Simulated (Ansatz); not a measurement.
Seebeck coefficient (μV/K, mean over directions) of n-type AlO3 (C2) against carrier density, PBEsol, rigid bands (Ansatz, a program for electronic structure). Computed gap 2.46 eV; densities at which minority carriers matter at this gap, or further valleys turn the trend, are left out. Conductivity mass 2.5 mₑ (harmonic mean over directions), N_c = 1.6e20 cm⁻³ at 300 K.

```csv
electron density,300 K,500 K
1e16 cm⁻³,[?],-1104
1e17 cm⁻³,-843,-906
1e18 cm⁻³,-645,-707
3e18 cm⁻³,-550,-613
1e19 cm⁻³,-447,-509
3e19 cm⁻³,[?],-415
1e20 cm⁻³,-251,-313
3e20 cm⁻³,-164,-222
1e21 cm⁻³,-85,-134
```

### Question
What belongs in the gaps?

### Answer

- 1e16 cm⁻³, 300 K: -1042
- 3e19 cm⁻³, 300 K: -353

Rigid bands with a gap fixed in temperature, one relaxation time for all states, no polarons or phonon drag, and whether or not such doping can be reached. Spin-orbit coupling is left out.

Computed structure with no diffraction record at hand here (it may be known, metastable or hypothetical): AlO3 (C2).
